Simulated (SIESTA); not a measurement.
A self-consistent single point of SrAsPt (P1, 6 atoms in the cell) with SIESTA.

Level of theory: LDA PW92, numerical atomic orbitals DZP, PseudoDojo LDA standard norm-conserving potentials (rewritten from UPF to PSML) (SIESTA 5.4.2).

The change in words: atoms moved at random. Reference geometry:
```
SrAsPt
1.0
    4.28518     0.00000     0.00000
   -2.14259     3.71108     0.00000
    0.00000     0.00000     9.12241
Sr As Pt
2 2 2
Direct
  0.00000   0.00000   0.50000
  0.00000   0.00000   0.00000
  0.33333   0.66667   0.75000
  0.66667   0.33333   0.25000
  0.33333   0.66667   0.25000
  0.66667   0.33333   0.75000
```

Reference input (self-consistent single point, DFT, LDA PW92, numerical atomic orbitals DZP, PseudoDojo LDA standard norm-conserving potentials (rewritten from UPF to PSML)): XC.functional = LDA; XC.authors = PW92; potentials = PseudoDojo LDA standard; PAO.BasisSize = DZP; PAO.EnergyShift = 0.01 Ry; MeshCutoff = 350 Ry; kgrid.MonkhorstPack = 7 7 3; OccupationFunction = FD; ElectronicTemperature = 100 meV; MaxSCFIterations = 150; SCF.Mixer.Method = Pulay; SCF.Mixer.Weight = 0.1. This run's input differs from it in these lines:

```diff
@@ -19,8 +19,8 @@
 %block AtomicCoordinatesAndAtomicSpecies
-     0.000000000    0.000000000    8.619431083  1
-     0.000000000    0.000000000    0.000000000  1
-    -0.000004049    4.675283036   12.929146624  2
-     4.048916126    2.337638011    4.309715541  2
-    -0.000004049    4.675283036    4.309715541  3
-     4.048916126    2.337638011   12.929146624  3
+    -0.024556652    0.014215191    8.550699739  1
+    -0.023949315    0.003008543   -0.053819728  1
+     0.035071676    4.690872759   12.898995854  2
+     4.072428158    2.391321922    4.254327077  2
+    -0.070240527    4.670114513    4.442075525  3
+     4.109058666    2.256316179   13.004894185  3
 %endblock AtomicCoordinatesAndAtomicSpecies
```

The program printed (abridged):

```
        iscf     Eharris(eV)        E_KS(eV)     FreeEng(eV)     dDmax    Ef(eV) dHmax(eV)
   scf:    1   -14648.332300   -14716.167204   -14716.265748  1.167045 -2.402206 22.352931
   scf:    2   -14749.257055   -14735.243059   -14735.357750  0.460581 -3.135883 11.564232
   scf:    3   -14744.205631   -14741.428567   -14741.560842  0.330151 -3.778022  2.462793
   scf:    4   -14741.707606   -14741.593252   -14741.727629  0.035956 -3.842532  1.514059
   scf:    5   -14741.312062   -14741.570877   -14741.709392  0.080054 -3.996127  1.593630
   [... 9 lines left out ...]
   scf:   15   -14741.752731   -14741.752723   -14741.889061  0.000045 -3.858461  0.000379
   scf:   16   -14741.752735   -14741.752729   -14741.889061  0.000017 -3.858449  0.000250
   scf:   17   -14741.752746   -14741.752737   -14741.889061  0.000034 -3.858471  0.000153
   scf:   18   -14741.752739   -14741.752738   -14741.889061  0.000003 -3.858471  0.000128
SCF Convergence by DM+H criterion
max |DM_out - DM_in|         :     0.0000030704
max |H_out - H_in|      (eV) :     0.0001282046
SCF cycle converged after 18 iterations

Using DM_out to compute the final energy and forces

siesta: E_KS(eV) =           -14741.7527

siesta: E_KS - E_eggbox =    -14741.7527

siesta: Atomic forces (eV/Ang):
     1    0.054617   -0.011701    0.285302
     2    0.079845   -0.005682    0.234274
     3    0.050946   -0.502923   -0.085461
     4   -0.533517   -0.340391   -0.073285
     5    0.527130    0.311548   -0.232717
     6   -0.169705    0.557246   -0.131691
   Tot    0.009316    0.008096   -0.003577
   Max    0.557246
   Res    0.298167    sqrt( Sum f_i^2 / 3N )
   Max    0.557246    constrained

   [... lines left out ...]
siesta: FreeEng =    -14741.889061
   [... lines left out ...]
siesta:     0.009642   -0.004741   -0.000439
siesta:    -0.004741    0.006379   -0.000168
siesta:    -0.000439   -0.000168    0.023076

siesta: Cell volume =        145.070560 Ang**3

siesta: Pressure (static):
siesta:                Solid            Molecule  Units
siesta:          -0.00014194         -0.00007428  Ry/Bohr**3
siesta:          -0.01303225         -0.00682024  eV/Ang**3
siesta:         -20.87996550        -10.92722701  kBar
```

The run converged in 18 iterations. Against the reference run the free energy rises by 8.7 meV/atom, the pressure goes from -2.29 to -2.09 GPa and the largest force goes from 0.000 to 0.655 eV/Å.

The starting cell comes from a database of computed structures (which also holds hypothetical and non-ambient phases and stackings), without a prior relaxation at this level. Its lattice was rescaled by a random factor within 2.5 % of one. For this run, on top of that: atoms moved at random. Spin polarisation is off. Values carry the incompleteness of an atom-centred basis.

Cost on one core of a shared machine: roughly 40 s.
